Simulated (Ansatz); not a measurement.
CsCl-type TiCo

Computed with r²SCAN (plane waves, PAW; Ansatz, an electronic-structure program).

Run with plane-wave cutoff 600 eV, 22×22×22 k mesh, Fermi–Dirac smearing 0.029 eV (set by the program), no spin polarisation, scalar-relativistic PAW data made under PBE.

Cell: measured lattice: a = 2.995 Å, b = 2.995 Å, c = 2.995 Å, α = 90.00°, β = 90.00°, γ = 90.00°.

| Property | Result |
|---|---|
| elastic constant C11 | 191 GPa |
| elastic constant C12 | 145 GPa |
| elastic constant C44 | 54.0 GPa |
| Voigt–Reuss–Hill bulk modulus | 160 GPa |
| Voigt–Reuss–Hill shear modulus (Hill average) | 38.5 GPa |
| Young modulus | 107 GPa |
| Poisson ratio | 0.389 |

Note: the cell isn't this level's own, so it is under some stress, which shifts stiffness and frequencies.

Elastic constants are with the ions relaxed.

Static lattice: no zero-point or thermal effects.
